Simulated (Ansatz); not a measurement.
MgS (Fm-3m) under hydrostatic pressure: hole conductivity mass by r2SCAN with spin-orbit coupling, rigid bands (plane waves, PAW; Ansatz, a quantum-chemistry and plane-wave program). The unloaded cell, whose axes the loads refer to:

```xyz
2
Lattice="0.0000 2.6016 2.6016 2.6016 0.0000 2.6016 2.6016 2.6016 0.0000" Properties=species:S:1:pos:R:3 pbc="T T T"
Mg     0.0000     0.0000     0.0000
S      2.6016     2.6016     2.6016
```

```csv
hydrostatic pressure (GPa),volume per atom (Å³),hole conductivity mass (mₑ)
-2,18.08,1.25
0,17.61,?
2,17.19,1.19
5,16.65,1.15
10,15.90,1.10
```

**Question.** Fit a straight line to ln(hole conductivity mass) against the load over the rows given, and predict the row at 0 GPa.

**Answer.** The means are x̄ = 3.750 GPa and ȳ = 0.1580; Σ(x − x̄)(y − ȳ) = -0.8171 and Σ(x − x̄)² = 76.75, so the slope is -1.06 % per GPa, and the rows given lie within 0.50 % of the line. At 0 GPa the line gives 1.22 mₑ; the calculation gives 1.22 mₑ, 0.088 % from it.

Masses are for dilute carriers at 300 K, harmonic means over directions unless an axis is named. Stresses and pressures are the targets of the relaxation. The structure type is held at every load. Geometry: cell and atoms relaxed with r2SCAN.
